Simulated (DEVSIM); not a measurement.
Device: Schottky contact on p-type Si, at 400 K.

| layer (left to right) | material | thickness (μm) | Na (cm⁻³) | τn (s) | τp (s) |
|---|---|---|---|---|---|
| 1 | Si | 5.90 | 4.3e16 | 5.5e-6 | 5.5e-6 |

Left contact: Schottky, work function 4.664 eV, emission velocity 3.7e6 cm/s. Right contact: ohmic. Voltage is applied to the left contact. Recombination: SRH at mid-gap, Auger. Mobility is constant in doping.

The device is made up for the run: typed textbook-type constants, with dimensions and the other settings drawn at random. Values at 300 K; Nc and Nv go as T^1.5, mobilities as T to minus their exponent, the gap by Varshni's rule with the affinity fixed.

| parameter | Si |
|---|---|
| gap (eV) | 1.124 |
| affinity (eV) | 4.05 |
| permittivity | 11.7 |
| Nc (cm⁻³) | 2.86e19 |
| Nv (cm⁻³) | 3.1e19 |
| μn (cm²/Vs) | 1417 |
| μp (cm²/Vs) | 470 |
| T exponent of μn | 2.3 |
| T exponent of μp | 2.2 |
| Cn (cm⁶/s) | 2.8e-31 |
| Cp (cm⁶/s) | 9.9e-32 |
| Varshni α (eV/K) | 0.000473 |
| Varshni β (K) | 636 |

Simulated with DEVSIM: 1D drift-diffusion, Boltzmann statistics, complete ionisation; no tunnelling, impact ionisation, image-force lowering or self-heating. Metal contacts follow the ideal Schottky-Mott rule: no Fermi-level pinning, no interface dipoles.

### Question
Tabulate band edges, carrier densities and field at 2.0 V on the left contact.

### Answer
Energies count from the Fermi level of the right contact; mesh points crowd at the junctions.

| x (μm) | Ec (eV) | Ev (eV) | n (cm⁻³) | p (cm⁻³) | field (V/cm) |
|---|---|---|---|---|---|
| 0.000 | -1.386 | -2.482 | 8.1e11 | 3.2e12 | 170000 |
| 0.01208 | -1.184 | -2.281 | 2.3e9 | 3.4e12 | 160000 |
| 0.03243 | -0.866 | -1.963 | 610000 | 3.7e12 | 150000 |
| 0.06070 | -0.470 | -1.567 | 420000 | 4.2e12 | 130000 |
| 0.1254 | 0.236 | -0.860 | 580000 | 6.4e12 | 88000 |
| 0.2001 | 0.705 | -0.391 | 1200000 | 7.1e14 | 38000 |
| 0.3260 | 0.847 | -0.250 | 1.1e7 | 4.2e16 | 530 |
| 0.5685 | 0.848 | -0.248 | 4.5e7 | 4.3e16 | 13 |
| 0.9010 | 0.848 | -0.248 | 9.4e7 | 4.3e16 | 13 |
| 1.363 | 0.849 | -0.247 | 1.6e8 | 4.3e16 | 13 |
| 2.055 | 0.850 | -0.247 | 2.6e8 | 4.3e16 | 13 |
| 3.495 | 0.852 | -0.245 | 4.5e8 | 4.3e16 | 13 |
| 4.368 | 0.853 | -0.244 | 5.6e8 | 4.3e16 | 13 |
| 4.886 | 0.853 | -0.243 | 6.3e8 | 4.3e16 | 13 |
| 5.335 | 0.854 | -0.242 | 6.8e8 | 4.3e16 | 13 |
| 5.531 | 0.854 | -0.242 | 7.0e8 | 4.3e16 | 13 |
| 5.662 | 0.854 | -0.242 | 7.2e8 | 4.3e16 | 13 |
| 5.756 | 0.855 | -0.242 | 7.3e8 | 4.3e16 | 13 |
| 5.829 | 0.855 | -0.242 | 7.4e8 | 4.3e16 | 13 |
| 5.861 | 0.855 | -0.242 | 7.4e8 | 4.3e16 | 13 |
| 5.882 | 0.855 | -0.242 | 7.5e8 | 4.3e16 | 13 |
| 5.900 | 0.855 | -0.242 | 7.5e8 | 4.3e16 | 13 |
